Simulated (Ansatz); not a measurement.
The starting structures come from a database of crystals and need not be the phases stable at ambient conditions.

 Where the default PAW files enter, the runs use the earlier of Ansatz's two default sets.

The decay constant κ of evanescent states in the gap governs leakage through a thin film.

Given:

```
CELL_PARAMETERS angstrom
      5.84342     0.00000     0.00000
     -2.92171     5.06055     0.00000
      0.00000     0.00000     7.17867
ATOMIC_POSITIONS crystal
  Ba 0.33333 0.66667 0.66412
  Ba 0.66667 0.33333 0.33588
  Ba 0.00000 0.00000 0.00000
  Mg 0.00000 0.00000 0.50000
  Ta 0.33333 0.66667 0.17675
  Ta 0.66667 0.33333 0.82325
  O  0.82791 0.65582 0.67542
  O  0.17209 0.34418 0.32458
  O  0.34418 0.17209 0.67542
  O  0.65582 0.82791 0.32458
  O  0.82791 0.17209 0.67542
  O  0.17209 0.82791 0.32458
  O  0.00000 0.50000 0.00000
  O  0.50000 0.50000 0.00000
  O  0.50000 0.00000 0.00000
```

Space group of this cell: P-3m1. The cell is taken as given; by r2SCAN its mean pressure is -5.2 GPa.

Transport runs along the normal of the first two printed cell vectors, the (001) plane of the conventional cell.

The gap is the functional's own. No spin-orbit coupling. Mid-gap values are interpolated on the energy grid.

State the band gap and the smallest decay constant κ at mid-gap according to r2SCAN in Ansatz (a quantum-chemistry and plane-wave program).

Gap 3.79 eV on a 6×6×4 mesh; κ = 0.366 1/Å, at the zone centre.
